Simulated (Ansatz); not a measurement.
Terminations of the (0001) surface of wurtzite CdSe (Cd plane on top), measured from the surface '2x2 with 2 H on 4 top atoms'. Atoms come from or go to: C: graphite, Cd: hcp Cd, F: ½ F2(g), H: ½ H2(g), N: ½ N2(g), O: ½ O2(g). ΔE is the energy of forming the row's surface from that one (negative: more stable at these reservoirs); the vacuum level's shift is aligned on the shared bottom. No zero-point or thermal terms. These are constructed structures in small cells; real faces may alloy, dewet or reconstruct in larger ones, and not all known structures of the face are among them. Slabs of about 15 Å with all that they carry, Fermi-Dirac smearing of 0.025 eV. Bottom of the slabs: H caps. Relaxed from the named starts with such symmetry as they have, on meshes of like density; energies extrapolated to zero smearing; no spin-orbit coupling, no U. Spin-polarised runs, if any, are marked in brackets, and their order is one that fits the cell; the others ran without spin. Where a second, spin-polarised start was run, the lower counts. A dash marks a value that is undefined for that row (no clear gap, or no work function of a gapped slab) or was not read reliably on its mesh.

Computed with PBE (plane waves to 420 eV, PAW; Ansatz, a first-principles code).

| surface | atoms added per 1x1 | ΔE per 1x1 (eV) | slab gap (eV) | shift of the vacuum level (eV) | work function (eV) |
|---|---|---|---|---|---|
| CH3 on every top atom | +1 C, +2.5 H | 0.13 | – | -0.43 | – |
| 2x2 with 1 H on 4 top atoms [spin start, no net moment] | -0.25 H | 0.03 | – | -1.10 | – |
| 2x2 O adatom at T4 (3 Cd–O bonds formed; 1 O–Se bonds broke) | -0.5 H, +0.25 O | -0.18 | 0.23 | -0.62 | – |
| NH2 on every top atom | +1.5 H, +1 N | 0.07 | – | -0.84 | 5.42 |
| relaxed from the ideal Cd-terminated 1x1 | -0.5 H | (withheld) | – | -2.00 | – |
| 2x2 Cd vacancy | -0.25 Cd, -0.5 H | -0.22 | 1.13 | -1.01 | – |
| 2x2 with 3 H on 4 top atoms [spin, 0.6 μB a cell] | +0.25 H | 0.48 | – | 0.50 | 6.74 |
| 2x2 Cd adatom at T1 (3 Cd–Se bonds broke) [spin start, no net moment] | +0.25 Cd, -0.5 H | 0.11 | 0.42 | -0.77 | – |
| 2x2 cell from a buckled start (3 Cd–Se bonds broke) | -0.5 H | -0.06 | 0.78 | -0.77 | – |
| F on every top atom | +1 F, -0.5 H | -1.78 | – | 3.77 | 10.15 |
| 2x2 with 2 H on 4 top atoms | none | 0.00 | – | 0.00 | – |
| 2x2 Cd adatom at T4 | +0.25 Cd, -0.5 H | (withheld) | – | -1.40 | – |

Task: What belongs in the gaps?

Result: 
- relaxed from the ideal Cd-terminated 1x1, ΔE per 1x1 (eV): 0.21
- 2x2 Cd adatom at T4, ΔE per 1x1 (eV): 0.28
